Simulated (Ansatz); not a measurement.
A computed series for Cu: response to strain

Take Cu in the fcc (Cu type) structure (space group Fm-3m, No. 225; a = 3.577 Å; relaxed with 0.1 eV smearing) as the base.

Strains are applied to the cell and any free atomic positions relax.

All numbers come from r2SCAN/PAW in Ansatz (an electronic-structure program), no spin-orbit coupling.

Notes on the quantities. energy relative to the base: free energy F.

```tsv
case	energy relative to the base	volume per atom	pressure
base	0 meV/atom	11.44 Å³	0.0 GPa
isotropic strain +0.50 %	+1.3 meV/atom	11.61 Å³	-2.4 GPa
isotropic strain +1.00 %	+5.0 meV/atom	11.79 Å³	-4.5 GPa
isotropic strain +1.50 %	+11 meV/atom	11.96 Å³	-6.5 GPa
isotropic strain +2.00 %	+19 meV/atom	12.14 Å³	-8.3 GPa
isotropic strain +2.50 %	+30 meV/atom	12.32 Å³	-10.0 GPa
isotropic strain +3.00 %	+42 meV/atom	12.50 Å³	-11.5 GPa
```

Stability against distortions was not tested. The final runs are not spin-polarised.
